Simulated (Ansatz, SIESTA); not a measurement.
# TaF3 (Pm-3m, 4 atoms in the cell) computed with different codes at matched settings

Self-consistent single point.

```yaml
crystal:
  lattice:
    - [4.16665, 0.00000, 0.00000]
    - [0.00000, 4.16665, 0.00000]
    - [0.00000, 0.00000, 4.16665]
  atoms:
    - { symbol: Ta, position: [0.00000, 0.00000, 0.00000], spin: 1.0 }
    - { symbol: F, position: [0.00000, 0.50000, 0.00000] }
    - { symbol: F, position: [0.50000, 0.00000, 0.00000] }
    - { symbol: F, position: [0.00000, 0.00000, 0.50000] }
```
(The spins are starting values, not results.)

Shared settings, as Ansatz (an electronic-structure program) writes them: kpoints.mp_grid.grid = 9 9 9; scf.occupations.method = gaussian; scf.occupations.width = 0.02 Ry. Potentials and cutoffs stand in the table.

```
code                                                                                                                       model  pressure (GPa)       cutoff
------  ------------------------------------------------------------------------------------------------------------------------  --------------  -----------
Ansatz                                                                                       LDA (PW92), PAW files made with PBE          -10.32      30.9 Ry
SIESTA  LDA PW92, numerical atomic orbitals DZP, PseudoDojo LDA standard norm-conserving potentials (rewritten from UPF to PSML)          -12.57  grid 350 Ry
```

On Ansatz's run: spin-orbit coupling is off. The starting moments vanished: the run ended non-magnetic. The program warned that a starting moment was not kept.

The spread over the programs that give each value: pressure within 2.25 GPa.

SIESTA uses small atom-centred bases, whose incompleteness enters pressures, forces and empty levels differently from a plane-wave cutoff. Ansatz's pressure is given at a fixed set of plane waves, as the other plane-wave codes print theirs; with its correction for the finite basis it is -9.89 GPa (the shift of 0.43 GPa shows how far the cutoff is from converged).

The starting cell comes from a database of computed structures (which also holds hypothetical and non-ambient phases and stackings), without a prior relaxation at this level.

Left out of this page: GPAW (not drawn, or without a comparable value).

Keys are those of Ansatz 0.2.
